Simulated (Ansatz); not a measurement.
Quick settings and what they miss: MgI2 (P-3m1, 3 atoms in the cell)

Self-consistent single point.

```yaml
crystal:
  lattice:
    - [4.15246, 0.00000, 0.00000]
    - [-2.07623, 3.59614, 0.00000]
    - [0.00000, 0.00000, 7.03254]
  atoms:
    - { symbol: Mg, position: [0.00000, 0.00000, 0.00000] }
    - { symbol: I, position: [0.33333, 0.66667, 0.23408] }
    - { symbol: I, position: [0.66667, 0.33333, 0.76592] }
```

Level of theory: PBE (plane waves, PAW; Ansatz, a program for electronic structure).

Base settings: basis.ecutwfc = 420 eV; kpoints.mp_grid.grid = 7 7 4; hamiltonian.xc = pbe; hamiltonian.pseudopotentials = {kind: paw}, with the files named one by one; scf.occupations.method = fixed.

Tight run (finer mesh or higher cutoff; not a proven limit): basis.ecutwfc: 420 eV → 590 eV; kpoints.mp_grid.grid: 7 7 4 → 10 10 6; scf.convergence.dr2_threshold: default (1e-07 eV) → 1e-09 eV. It gave top of the valence band (on the code's own zero) 4.55 eV; gap on the k-point mesh 3.64 eV; pressure 1.39 GPa; largest force (vector length) 0.175 eV/Å.

Quick runs, as changes from the base:
- A: the base itself
- B: basis.ecutwfc: 420 eV → 335 eV; kpoints.mp_grid.grid: 7 7 4 → 2 2 2; hamiltonian.xc: pbe → lda; hamiltonian.pseudopotentials: {kind: paw}, with the files named one by one → {kind: paw} (the program's default PAW files); scf.occupations.method: fixed → cold; scf.occupations.width: default → 0.2 eV; scf.convergence.dr2_threshold: default (1e-07 eV) → 0.001 eV [LDA (PW92)]
- C: basis.ecutwfc: 420 eV → 250 eV; kpoints.mp_grid.grid: 7 7 4 → 6 6 6; scf.occupations.method: fixed → fermi_dirac; scf.occupations.width: default → 0.2 eV; scf.convergence.dr2_threshold: default (1e-07 eV) → 0.0001 eV
- D: basis.ecutwfc: 420 eV → 250 eV; kpoints.mp_grid.grid: 7 7 4 → 3 3 3; scf.occupations.method: fixed → gaussian; scf.occupations.width: default → 0.5 eV; scf.convergence.dr2_threshold: default (1e-07 eV) → 0.001 eV
- E: basis.ecutwfc: 420 eV → 210 eV; kpoints.mp_grid.grid: 7 7 4 → 8 8 8; scf.convergence.dr2_threshold: default (1e-07 eV) → 0.0001 eV
- F: basis.ecutwfc: 420 eV → 335 eV; kpoints.mp_grid.grid: 7 7 4 → 6 6 6; hamiltonian.xc: pbe → lda; hamiltonian.pseudopotentials: {kind: paw}, with the files named one by one → {kind: paw} (the program's default PAW files) [LDA (PW92)]
- G: kpoints.mp_grid.grid: 7 7 4 → 3 3 3; hamiltonian.xc: pbe → b3lyp; hamiltonian.pseudopotentials: {kind: paw}, with the files named one by one → {kind: paw} (the program's default PAW files) [B3LYP]
- H: kpoints.mp_grid.grid: 7 7 4 → 2 2 2; hamiltonian.xc: pbe → hse06 [HSE06]

Dashes: energy of B, F, G, H, another energy zero; count of G, H, another kind of functional, whose work the count does not hold.

Gaps are read on each run's own mesh, which may miss the band edges.

† marks runs with another functional, U, potentials or spin treatment: their distance from the tight run is not a convergence error alone.

The count of work is k-points × plane waves × bands × iterations; it is no time. 

Pressures in the table are Ansatz's without its Pulay estimate, at a fixed set of plane waves; the tight run's value above holds the estimate.

The starting cell comes from a database of computed structures (which also holds hypothetical and non-ambient phases and stackings), without a prior relaxation at this level. Its lattice was rescaled by a random factor within 2.5 % of one. Spin-orbit coupling is off.

| run | energy less tight (meV/atom) | pressure less tight (GPa) | largest miss in a force vector (eV/Å) | gap on the mesh less tight (eV) | count of work / tight |
|---|---|---|---|---|---|
| A | 0.8 | -0.01 | 0.000 | 0.041 | 0.17 |
| B† | – | -0.26 | 0.374 | -0.237 | 0.012 |
| C | 714.6 | -25.38 | 0.011 | 0.006 | 0.10 |
| D | 775.0 | -25.32 | 0.023 | 0.166 | 0.021 |
| E | 4286.5 | -119.84 | 0.049 | 0.028 | 0.14 |
| F† | – | -2.95 | 0.201 | -0.167 | 0.18 |
| G† | – | 1.23 | 0.037 | 1.632 | – |
| H† | – | 1.93 | 0.276 | 0.934 | – |

Among the runs at the tight run's level, the energy misses run from 0.8 to 4286.5 meV/atom.

Keys are those of Ansatz 0.2.
